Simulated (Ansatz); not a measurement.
PtGe, response to strain

Take PtGe (space group Pnma, No. 62; a = 5.772 Å, b = 3.713 Å, c = 6.129 Å) as the base. Axes: x, y, z lie along a, b, c of the conventional cell.

Strains are applied to the cell and any free atomic positions relax; under biaxial strain the out-of-plane vector relaxes too.

Calculations: plane-wave PAW DFT at the r2SCAN level (Ansatz, a program for electronic structure, 500 eV), no spin-orbit coupling.

Notes on the quantities. energy relative to the base: free energy F; pressure: mean of the normal stresses, compression positive.

| variant | energy relative to the base | volume per atom | pressure |
|---|---|---|---|
| base | 0 meV/atom | 16.42 Å³ | 0.0 GPa |
| biaxial strain +0.19 %, plane normal [001], relaxed out of plane | – | 16.45 Å³ | -0.3 GPa |
| isotropic strain −0.96 % | +7.1 meV/atom | 15.95 Å³ | 5.0 GPa |
| isotropic strain +0.91 % | +5.8 meV/atom | 16.87 Å³ | -4.0 GPa |
| tensor shear ε_yz = −2.11 % | +6.8 meV/atom | 16.41 Å³ | 0.2 GPa |
| tensor shear ε_xy = −0.53 % | +0.3 meV/atom | 16.42 Å³ | 0.0 GPa |

Without a gap, meshes like the base's 8×13×8 leave anisotropic stresses uncertain by several tenths of a GPa, and small strain energies with them. Whether these cells are dynamically stable was not tested. All final runs are without spin polarisation.
